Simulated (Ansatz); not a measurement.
The parent structure is BaTiO₃ in the cubic perovskite structure (space group Pm-3m, No. 221; a = 4.019 Å).

Level of theory: PBE (Ansatz, a first-principles code), without spin-orbit coupling, earlier PAW set.

For the base:

The gap between the host's bands comes out as 1.79 eV. The gap character comes out as indirect, R → Γ.

It is then changed as follows: electron doping at 2.0×10^21 cm⁻³ (0.130 per cell), with a uniform compensating background at fixed cell and a 300 K Fermi–Dirac width.

Task: How does this affect the Fermi level from band edge, gap between the host's bands and gap character?

Result: The Fermi level relative to the doped band's edge (positive inside the band; to 0.05 eV) amounts to +0.20 eV; the gap between the host's bands goes up by 0.16 eV to 1.95 eV; the gap character remains indirect, R → Γ.

Carriers are added with a uniform compensating background; total energy and stress of such cells depend on the potential's zero and are not compared; many-body gap narrowing is missing at this level. No phonon test of stability was made. The final runs are not spin-polarised. Many cubic perovskites are stable only at high temperature; tilts and polar distortions were not tested. This is not the structure that BaTiO3 has at room temperature and ambient pressure.
